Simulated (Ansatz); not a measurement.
Ansatz (a first-principles code), DFT, PBEsol, plane waves, its default PAW files: VSi2, atoms displaced (from the phase in space group 181, mp-11190) (Si6V3), 9 atoms, spin-polarised from a ferromagnetic start (2 μB on V), ending non-magnetic. Basis and mesh were picked for this test and aren't claimed converged.

```json
{
 "cell": "4.54, 4.54, 6.31 Å; 90, 90, 120°",
 "distance_to_the_nearest_atom": "2.40 to 2.46 Å",
 "task": "single point",
 "k mesh": "6×6×4",
 "hamiltonian.xc": "pbesol",
 "kind_of_files": "paw",
 "scf.occupations.method": "fermi_dirac",
 "scf.occupations.width": "0.05 eV",
 "output.forces": "true",
 "magnetization.spin_polarized": "true",
 "binding of workers (--pin)": "off",
 "k-point pools (--kpoint-pools)": "1",
 "memory maximum (--max-ram)": "8GiB",
 "accuracy": "medium (default)",
 "basis.precision": "auto (default)",
 "basis.xc_grid": "2 (default)",
 "scf.mixing.algorithm": "auto (default)",
 "scf.mixing.preconditioner": "auto (default)",
 "scf.convergence.dr2_threshold": "1e-07 (default)",
 "scf.lower_state_search": "light (default)",
 "k-points after symmetry (for each spin)": "76",
 "bands_at_the_start": "44",
 "electrons": "63",
 "plane waves at Γ": "2187",
 "cutoff (eV)": "420",
 "FFT grid": "32×32×45",
 "symmetry_operations": "1"
}
```

One run each.

All on 4 threads. Base settings, kept where nothing else is said: scf.eigensolver.kind = auto (default), scf.eigensolver.mixed_precision = false (default), scf.eigensolver.cushion = auto (default), scf.eigensolver.full_accuracy = false (default), scf.algorithm = auto (default) (scf.eigensolver.max_subspace_factor, scf.eigensolver.real_solve not set). The settings tried:
- scf.eigensolver.kind = davidson, scf.eigensolver.max_subspace_factor = 2
- scf.eigensolver.kind = davidson
- scf.eigensolver.kind = davidson, scf.eigensolver.max_subspace_factor = 6
- scf.eigensolver.full_accuracy = true
- scf.eigensolver.real_solve = false
- scf.algorithm = density_mixing
- scf.eigensolver.kind = davidson, scf.eigensolver.mixed_precision = true
- the base settings
- scf.eigensolver.kind = davidson, scf.eigensolver.cushion = true
- scf.algorithm = direct_min
- scf.eigensolver.mixed_precision = true

Which settings need the fewest applications of H to a band, which the most, and do any fail to converge?

Fewest applications of H to a band, with those close behind: scf.eigensolver.real_solve = false (176323); the base settings (176566); scf.algorithm = density_mixing (176566). Most among those that reach the base run's result: scf.algorithm = direct_min (769290). All converged.

| setting | applications of H to a band | SCF iterations (all cycles of the run, searches included) | end |
|---|---|---|---|
| scf.eigensolver.real_solve = false | 176323 | 14 | converged |
| the base settings | 176566 | 14 | converged |
| scf.algorithm = density_mixing | 176566 | 14 | converged |
| scf.eigensolver.kind = davidson, scf.eigensolver.cushion = true | 275099 | 15 | converged |
| scf.eigensolver.kind = davidson, scf.eigensolver.max_subspace_factor = 2 | 276295 | 14 | converged |
| scf.eigensolver.kind = davidson | 282772 | 15 | converged |
| scf.eigensolver.kind = davidson, scf.eigensolver.max_subspace_factor = 6 | 282772 | 15 | converged |
| scf.eigensolver.kind = davidson, scf.eigensolver.mixed_precision = true | 303564 | 14 | converged |
| scf.eigensolver.mixed_precision = true | 303564 | 14 | converged |
| scf.eigensolver.full_accuracy = true | 424597 | 14 | converged |
| scf.algorithm = direct_min | 769290 | 15 | converged |

An iteration's cost differs between solvers, so these counts don't give the time.

Keys are those of Ansatz 0.2.
